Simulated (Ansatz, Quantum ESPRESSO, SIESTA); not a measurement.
SnO₂ (P4_2/mnm, 6 atoms in the cell) computed with different codes at matched settings

Self-consistent single point.

```xyz
6
Lattice="4.7400 0.0000 0.0000 0.0000 4.7400 0.0000 0.0000 0.0000 3.1900" Properties=species:S:1:pos:R:3 pbc="T T T"
Sn     0.0000     0.0000     0.0000
Sn     2.3700     2.3700     1.5950
O      1.4552     1.4552     0.0000
O      3.8252     0.9148     1.5950
O      0.9148     3.8252     1.5950
O      3.2848     3.2848     0.0000
```

Shared settings, as Ansatz (a first-principles code) writes them: kpoints.mp_grid.grid = 4 4 5; magnetization.spin_orbit = true; scf.occupations.method = fermi_dirac; scf.occupations.width = 0.01 eV. Potentials and cutoffs stand in the table.

| code | model | pressure (GPa) | largest force (eV/Å) | gap on the mesh (eV) | cutoff |
|---|---|---|---|---|---|
| Quantum ESPRESSO | PBE, spin-orbit coupling, PseudoDojo fully relativistic norm-conserving (PBE) pseudopotentials | 10.44 | 0.241 | 1.264 | 85 Ry |
| SIESTA | GGA PBE with spin-orbit coupling, numerical atomic orbitals TZP, PseudoDojo PBE fully relativistic norm-conserving potentials (rewritten from UPF to PSML) | – | 0.166 | 0.986 | grid 350 Ry |
| Ansatz | PBE with spin-orbit coupling, default PAW files | 9.67 | 0.246 | 1.260 | default |

A dash marks a value that a program does not give, or that is left out as unsure.

Gaps are read on the mesh.

The spread over the programs that give each value: pressure within 0.77 GPa; largest force within 0.080 eV/Å; gap on the mesh within 0.278 eV.

SIESTA uses small atom-centred bases, whose incompleteness enters pressures, forces and empty levels differently from a plane-wave cutoff. Ansatz's pressure is given at a fixed set of plane waves, as the other plane-wave codes print theirs; with its correction for the finite basis it is 10.51 GPa (the shift of 0.85 GPa shows how far the cutoff is from converged). In the gap, SIESTA (by 0.276) lies more than 0.12 eV from the median of the plane-wave programs.

The starting cell has typed, rounded lattice constants, without a prior relaxation at this level.

Keys are those of Ansatz 0.2.
